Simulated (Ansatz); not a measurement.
AlN (Fm-3m, No. 225, 2 atoms in the cell; start mp-1330; high-pressure phase)

Calculation: HSE06 in Ansatz (PAW).

Run with plane-wave cutoff 460 eV, 10×10×10 k mesh, Fermi–Dirac smearing 0.01 eV, scalar-relativistic PAW data made under PBE.

Cell (relaxed with PBEsol):

```yaml
crystal:
  lattice:
    - [0.00000, 2.02265, 2.02265]
    - [2.02265, 0.00000, 2.02265]
    - [2.02265, 2.02265, 0.00000]
  atoms:
    - { symbol: Al, position: [0.50000, 0.50000, 0.50000] }
    - { symbol: N, position: [0.00000, 0.00000, 0.00000] }
```

* **band gap**: 6.02 eV (on the SCF k mesh) (indirect)
* **smallest direct gap on the k points sampled**: 7.18 eV

Note: cell and atoms aren't relaxed at this level (pressure -3.1 GPa).

Computed values are for the static lattice.

A start named mp-… is a Materials Project structure, which need not be a measured phase.

Ansatz is a quantum-chemistry and plane-wave program.
